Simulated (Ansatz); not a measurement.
**Convergence study of the plane-wave cutoff for V3Ge (Pmm2, 8 atoms in the cell)**

```yaml
crystal:
  lattice:
    - [4.76388, 0.00000, 0.00000]
    - [0.00000, 4.76388, 0.00000]
    - [0.00000, 0.00000, 4.76388]
  atoms:
    - { symbol: V, position: [0.50000, 0.25000, 0.00000], spin: 2.0 }
    - { symbol: V, position: [0.50000, 0.75000, 0.00000], spin: 2.0 }
    - { symbol: V, position: [0.26050, 0.00000, 0.50000], spin: 2.0 }
    - { symbol: V, position: [0.75000, 0.00000, 0.50000], spin: 2.0 }
    - { symbol: V, position: [0.00000, 0.50000, 0.25000], spin: 2.0 }
    - { symbol: V, position: [0.00000, 0.50000, 0.75000], spin: 2.0 }
    - { symbol: Ge, position: [0.50000, 0.50000, 0.50000] }
    - { symbol: Ge, position: [0.00000, 0.00000, 0.00000] }
```
(The spins are starting values, not results.)

Computed with PBEsol, default PAW files made with PBE (plane waves; Ansatz, a first-principles code).

Base settings: basis.ecutwfc = 420 eV; kpoints.mp_grid.grid = 3 3 3; hamiltonian.xc = pbesol; hamiltonian.pseudopotentials = {kind: paw} (the program's default PAW files); magnetization.spin_polarized = true; scf.occupations.method = fermi_dirac; scf.occupations.width = 0.1 eV.

The second cell is the first with its lattice scaled by 0.98.

The mesh stays at the base's, so the ladder's end is converged at best in this setting alone.

The first pressure column holds Ansatz's estimate of the finite-basis (Pulay) stress, which hides part of the cutoff error; the other is without it.

Only quantities that move along the ladder and can be compared are tabulated.

The count of work is k-points × plane waves × bands × iterations; it is no time. 

The starting cell comes from a database of computed structures (which also holds hypothetical and non-ambient phases and stackings), without a prior relaxation at this level. Its lattice was rescaled by up to half a per cent. One atom was moved a little off its site on purpose. The starting moments vanished: the run ended non-magnetic, which need not be the lowest state. The program warned that a starting moment was not kept. In the base run, with a pressure of about -7 GPa the cell is away from its equilibrium volume at this level. Without a gap this mesh is coarse (it stands for a supercell whose shortest vector is 14 Å).

| basis.ecutwfc | free energy less the last step's (meV/atom) | energy of the compressed cell less the first (meV/atom) | pressure (GPa) | pressure without the Pulay estimate (GPa) | largest difference of a force vector from the last step's (eV/Å) | count of work / last |
|---|---|---|---|---|---|---|
| 145 eV | 40435.70 | -2102.42 | -35.56 | -1429.98 | 1.931 | 0.060 |
| 170 eV | 18388.32 | 392.12 | -14.25 | -779.71 | 0.575 | 0.070 |
| 190 eV | 9956.58 | 117.64 | -10.39 | -486.01 | 0.317 | 0.073 |
| 210 eV | 5194.47 | 34.80 | -13.46 | -295.28 | 0.602 | 0.094 |
| 230 eV | 2733.56 | -120.69 | -13.02 | -180.82 | 0.385 | 0.11 |
| 250 eV | 1350.55 | -97.82 | -8.23 | -105.90 | 0.232 | 0.12 |
| 295 eV | 231.08 | -10.31 | -6.54 | -30.39 | 0.007 | 0.16 |
| 335 eV | 34.17 | -6.58 | -7.18 | -11.52 | 0.005 | 0.21 |
| 380 eV | 4.24 | -7.74 | -7.10 | -7.53 | 0.001 | 0.23 |
| 420 eV | 2.03 | -7.83 | -7.13 | -7.20 | 0.001 | 0.27 |
| 460 eV | 1.43 | -7.90 | -7.14 | -7.20 | 0.000 | 0.31 |
| 505 eV | 0.89 | -7.92 | -7.15 | -7.18 | 0.000 | 0.36 |
| 565 eV | 0.60 | -7.93 | -7.15 | -7.17 | 0.000 | 0.42 |
| 630 eV | 0.40 | -7.93 | -7.15 | -7.17 | 0.000 | 0.49 |
| 735 eV | 0.15 | -7.94 | -7.16 | -7.16 | 0.000 | 0.63 |
| 840 eV | 0.08 | -7.94 | -7.16 | -7.16 | 0.000 | 0.77 |
| 1010 eV | 0.00 | -7.94 | -7.16 | -7.16 | 0.000 | 1.0 |

Coarsest basis.ecutwfc that holds the pressure within 0.05 GPa of the last step, with all finer ones: 420 eV, at 0.27 of the last step's count of work; the step before is off by 0.06 GPa.

Coarsest basis.ecutwfc that holds the pressure without the Pulay estimate within 0.5 GPa of the last step, with all finer ones: 380 eV, at 0.23 of the last step's count of work; the step before is off by 4.4 GPa.

Coarsest basis.ecutwfc that holds the free energy within 0.5 meV/atom of the last step, with all finer ones: 630 eV; the step before is off by 0.60 meV/atom.

The energy difference between the two cells stays within 1 meV/atom of the last step's from 380 eV on, the total only from 505 eV on: much of the error is common to both cells and cancels.

At the lowest cutoff the pressure without the Pulay estimate lies 1420 GPa under the last step's, the usual sign of Pulay stress in an incomplete plane-wave basis.

Keys are those of Ansatz 0.2.
